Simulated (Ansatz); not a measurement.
# Cs2PtH6: element substitutions

Start from Cs2PtH6 (space group Fm-3m, No. 225; a = 8.978 Å; a cell from a computed database, its experimental status unchecked).

Each row replaces one element on all its sites; cell and atoms are relaxed.

Computed with r2SCAN, PAW, 500 eV (Ansatz, a first-principles code; without spin-orbit coupling).

| change | band gap | shortest interatomic distance |
|---|---|---|
| base | 4.25 eV | 1.642 Å |
| H → Li | zero | 2.416 Å |
| Cs → K | [?] | 1.640 Å |
| Pt → S | [?] | [?] |

Problem. Complete the table.

Solution. 
- Cs → K, band gap: 4.36 eV
- Pt → S, band gap: 0.98 eV
- Pt → S, shortest interatomic distance: 1.615 Å

With Pt present, leaving out spin-orbit coupling can change the band edges. Stability against distortions was not tested. As relaxed here, Cs2Li6Pt and Cs2H6S are hypothetical phases, not in the database extracts checked. For K2PtH6 in this form, whether it has been made was not checked. The final runs are not spin-polarised. Cs2Li6Pt has a high density of states at the Fermi level and may be magnetic at this level.
